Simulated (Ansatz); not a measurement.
Base system: SiC (space group P6_3mc, No. 186).

```xyz
8
Lattice="3.0781 0.0000 0.0000 -1.5391 2.6657 0.0000 0.0000 0.0000 10.0762" Properties=species:S:1:pos:R:3 pbc="T T T"
Si     0.0000     0.0000     0.0032
Si     0.0000     0.0000     5.0413
Si     1.5391     0.8886     7.5596
Si     0.0000     1.7772     2.5215
C      0.0000     0.0000     8.1905
C      0.0000     0.0000     3.1524
C      1.5391     0.8886     5.6650
C      0.0000     1.7772     0.6269
```

Computed with Ansatz (a quantum-chemistry and plane-wave program), PBEsol, PAW, cutoff 420 eV, no spin-orbit coupling, earlier PAW set.

Before the change:

```
Quantity                       Result
----------------------------  -------
Gap between the host's bands  2.12 eV
```

The change: hole doping at 7.0×10^21 cm⁻³ (0.579 per cell), with a uniform compensating background at fixed cell and a 300 K Fermi–Dirac width.

Task: Predict the new gap between the host's bands.

Result: The gap between the host's bands increases by 0.15 eV, from 2.12 eV to 2.27 eV.

Task: Estimate the effect on the Fermi level from band edge.

Result: The Fermi level relative to the doped band's edge (positive inside the band; to 0.05 eV) is +0.55 eV.

Charged cell with a jellium background: band edges are those of the host's band count, energies are not comparable with the neutral cell, and many-body gap narrowing is missing. Whether these cells are dynamically stable was not tested.
